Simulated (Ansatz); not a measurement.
# C: response to strain

Start from C in the diamond structure (space group Fd-3m, No. 227).

```xyz
2
Lattice="0.0000 1.7801 1.7801 1.7801 0.0000 1.7801 1.7801 1.7801 0.0000" Properties=species:S:1:pos:R:3 pbc="T T T"
C      0.0000     0.0000     0.0000
C      0.8901     0.8901     0.8901
```

Cartesian axes are those of the cell as printed.

Strains are applied to the cell and any free atomic positions relax; under biaxial strain the out-of-plane vector relaxes too.

The values are results of r2SCAN in Ansatz (plane waves to 500 eV, PAW, scalar-relativistic without spin-orbit coupling), not measurements.

| variant | smallest direct gap | hole mass | out-of-plane strain | band gap |
|---|---|---|---|---|
| base | 5.90 eV | – | – | 4.36 eV |
| biaxial strain +0.50 %, plane normal [001], relaxed out of plane | 5.75 eV | 0.47 mₑ out of plane, 0.27 mₑ in plane (at Γ) | -0.11 % | 4.18 eV |
| biaxial strain +1.00 %, plane normal [001], relaxed out of plane | 5.61 eV | 0.47 mₑ out of plane, 0.27 mₑ in plane (at Γ) | -0.21 % | 4.00 eV |
| biaxial strain +1.50 %, plane normal [001], relaxed out of plane | … | 0.47 mₑ out of plane, 0.27 mₑ in plane (at Γ) | … | … |
| biaxial strain +2.00 %, plane normal [001], relaxed out of plane | 5.35 eV | 0.47 mₑ out of plane, 0.27 mₑ in plane (at Γ) | -0.43 % | 3.65 eV |
| biaxial strain +2.50 %, plane normal [001], relaxed out of plane | 5.22 eV | 0.47 mₑ out of plane, 0.26 mₑ in plane (at Γ) | -0.53 % | 3.48 eV |
| biaxial strain +3.00 %, plane normal [001], relaxed out of plane | 5.09 eV | 0.47 mₑ out of plane, 0.26 mₑ in plane (at Γ) | -0.63 % | 3.31 eV |

Question: Fill in the withheld entries from the trend.

Answer: 
- biaxial strain +1.50 %, plane normal [001], relaxed out of plane, smallest direct gap: 5.48 eV
- biaxial strain +1.50 %, plane normal [001], relaxed out of plane, out-of-plane strain: -0.32 %
- biaxial strain +1.50 %, plane normal [001], relaxed out of plane, band gap: 3.82 eV

Masses are band curvatures over ±0.01 Å⁻¹ around the edge. Stability against distortions was not tested.

Ansatz is an electronic-structure program.
